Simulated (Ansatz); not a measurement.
Defect: interstitial N in rutile TiO2, charge state -1. The step: a concerted move, in which O travels most; the atom moves 1.60 Å along (-0.24, -0.24, 0.01) of the unit cell; at the start the N atom holds a host O site and a host atom stands off its site; at the end the N atom holds a host O site and a host atom stands off its site; the moving atom starts with neighbours N at 1.41; Ti at 2.04, Ti at 2.06, Ti at 2.17 Å and ends with N at 1.42; 2 Ti at 2.05, Ti at 2.17 Å. DFT values are from Ansatz (plane-wave PAW, 420 eV unless said) in a cell of 72 host sites, spin-restricted, static, with no finite-size correction. The charge state is imposed; whether it is stable for some Fermi level was not computed. Sites that were not tried may lie lower. For the PBE band: the saddle point's order was not checked.

```csv
Level,Forward barrier (eV),Cost of the band or of the saddle's single point
"CHGNet universal potential (has no charge state), its own band",0.23,-
"PBE, one k-point at (0.250, 0.250, 0.250), band relaxed",0.90,about 50 core-minutes (a rough figure)
"PBE, a 2×2×2 k-point mesh shifted by half a step, same geometries",0.91,around 120 core-seconds (rough)
"r2SCAN at 500 eV, one k-point at (0.250, 0.250, 0.250), same geometries",0.94,very roughly 80 core-seconds
```

Ansatz is an electronic-structure program.
